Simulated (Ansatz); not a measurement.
## Effect of pressure 50 GPa on Hf

Consider Hf in the hcp (Mg type) structure (space group P6_3/mmc, No. 194; a = 3.204 Å, c = 5.069 Å).

Perturbation: cell and atoms relaxed at a pressure of 50 GPa.

Level of theory: plane-wave PAW DFT at the PBE level (Ansatz, an electronic-structure program, 420 eV), scalar-relativistic without spin-orbit coupling. Γ-centred 17×17×9 mesh, Fermi–Dirac width 0.05 eV.

```csv
quantity,base,changed,shift
volume per atom,22.54 Å³,16.89 Å³,-5.65 Å³
density,13.15 g/cm³,17.55 g/cm³,+4.40 g/cm³
lattice parameter a,3.204 Å,2.890 Å,-0.314 Å
c/a ratio,1.582,1.616,+0.034
shortest interatomic distance,3.138 Å,2.870 Å,-0.268 Å
band gap,zero,zero,–
```

Load acts through the strain it causes; cell and atoms are relaxed under it. Stability against distortions was not tested. Competing high-pressure phases were not computed. The final runs are not spin-polarised.
